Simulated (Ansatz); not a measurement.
## GaN: response to strain

Base system: GaN in the zinc blende structure (space group F-43m, No. 216; a = 4.4981 Å). Axes: x, y, z lie along the cube axes.

Strains are applied to the cell and any free atomic positions relax; under biaxial strain the out-of-plane vector relaxes too.

Computed with Kohn–Sham DFT with the PBEsol functional, run in Ansatz (a quantum-chemistry and plane-wave program) with PAW and 420 eV plane waves, no SOC.

```csv
"biaxial strain, plane normal [001], relaxed out of plane (%)",out-of-plane strain (%)
0,0.00
0.5,-0.55
1,-1.10
1.5,-1.66
2,?
2.5,-2.81
3,-3.40
```

### Question
Fit ε⊥ = −νε + γε² (strains in %) to the rows shown and predict the withheld row.

### Answer
Least squares on the printed values gives ν = 1.08 (the biaxial Poisson response) and γ = -0.017 (largest residual 0.00 %); this predicts -2.23 %, and the run gives -2.23 %, in agreement.

Stability against distortions was not tested. This is not the structure that GaN has at room temperature and ambient pressure.
